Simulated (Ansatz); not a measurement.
Take PbF2 in the fluorite structure (space group Fm-3m, No. 225; a = 6.001 Å) as the base.

All numbers come from PBE (Ansatz, an electronic-structure program, PAW, no SOC).

Base values:

| Property | Result |
|---|---|
| Width of the top valence band | 1.76 eV |
| Valley order | X along ⟨100⟩ 4.42 eV; L along ⟨111⟩ 5.03 eV; a point along ⟨110⟩, about 0.6 Å⁻¹ from Γ 5.40 eV |
| Pressure | 0.00 GPa |

Modification: every lattice vector is shortened by 2.00 %, atoms relaxed at fixed cell.

### Question
What does the calculation give for the width of the top valence band, mean gap deformation potential ΔEg/Δln V, energy relative to the base, valley order and pressure after the change?

### Answer
The width of the top valence band increases by 0.38 eV (1.76 eV → 2.14 eV); the mean gap deformation potential ΔEg/Δln V is +0.1 eV; the energy goes up by 15 meV/atom; the valley order (the lowest conduction-band minima on the path, energy above the VBM, named in the base's zone) becomes X along ⟨100⟩ 4.41 eV; L along ⟨111⟩ 5.02 eV; a point along ⟨110⟩, about 0.6 Å⁻¹ from Γ 5.40 eV (base: X along ⟨100⟩ 4.42 eV; L along ⟨111⟩ 5.03 eV; a point along ⟨110⟩, about 0.6 Å⁻¹ from Γ 5.40 eV); the pressure goes from zero to 4.66 GPa.

Spin-orbit coupling, missing from the scalar runs, can matter with Pb. The cells carry an imposed strain or load. No phonon test of stability was made.
